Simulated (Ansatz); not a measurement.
The parent structure is CdS in the wurtzite structure (space group P6_3mc, No. 186; a = 4.074 Å, c = 6.637 Å).

The values are results of Ansatz (a first-principles code), LDA, PAW, cutoff 420 eV, spin-orbit coupling left out, not measurements.

One change was made to it. Results:

| quantity | base | after |
|---|---|---|
| density | 5.03 g/cm³ | 5.33 g/cm³ |
| band gap | 1.03 eV | 1.15 eV |
| valence-band top at Γ (three highest levels, from the VBM) | 0.00, 0.00, -0.06 eV | 0.00, 0.00, -0.08 eV |
| gap character | direct at Γ | direct at Γ |
| c/a ratio | 1.629 | 1.631 |

Which change produced these results?
(A) pressure 4.5 GPa
(B) pressure −1 GPa
(C) pressure −2 GPa
(D) pressure 22.5 GPa
(E) pressure 30 GPa

A, pressure 4.5 GPa. For comparison, the band gap in the other runs: pressure 22.5 GPa gives 1.27 eV; pressure 30 GPa gives 0.91 eV; pressure −2 GPa gives 0.96 eV; pressure −1 GPa gives 0.99 eV.

Load acts through the strain it causes; cell and atoms are relaxed under it. Stability against distortions was not tested. Measured, CdS leaves this structure (for rock salt) near 2.54 GPa (temperature not stated; as listed in Datta, Sujoy, Jana, Debnarayan, arXiv (2020)), on rising pressure, with hysteresis.
